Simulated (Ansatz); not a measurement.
The starting structures come from a database of crystals and need not be the phases stable at ambient conditions.

 Where the default PAW files enter, the runs use the earlier of Ansatz's two default sets.

The decay constant κ of evanescent states in the gap governs leakage through a thin film.

Data:

```
CELL_PARAMETERS angstrom
      4.61134     0.00000     0.00000
      0.00000     6.95853     0.00000
      0.00000     0.00000     4.46524
ATOMIC_POSITIONS crystal
  Be 0.80684 0.12703 0.95867
  Be 0.19316 0.62703 0.54133
  Be 0.69316 0.87297 0.45867
  Be 0.30684 0.37297 0.04133
  H  0.40562 0.07737 0.72572
  H  0.59438 0.57737 0.77428
  H  0.09438 0.92263 0.22572
  H  0.90562 0.42263 0.27428
  H  0.08739 0.28577 0.64056
  H  0.91261 0.78577 0.85944
  H  0.41261 0.71423 0.14056
  H  0.58739 0.21423 0.35944
  O  0.39048 0.55488 0.82501
  O  0.60952 0.05488 0.67499
  O  0.10952 0.44512 0.32501
  O  0.89048 0.94512 0.17499
  O  0.10271 0.22660 0.83962
  O  0.89729 0.72660 0.66038
  O  0.39729 0.77340 0.33962
  O  0.60271 0.27340 0.16038
```

Space group of this cell: P2_12_12_1. The cell is taken as given.

Transport runs along the normal of the first two printed cell vectors.

The gap is the functional's own, uncorrected, and κ follows it; spin-orbit coupling is left out. Mid-gap values are interpolated between the computed energies.

Problem. Compute, with r2SCAN run with Ansatz (a quantum-chemistry and plane-wave program), the band gap and the smallest decay constant κ at mid-gap.

Solution. Gap 6.37 eV on a 8×6×8 mesh; κ = 0.483 1/Å, at the zone centre.
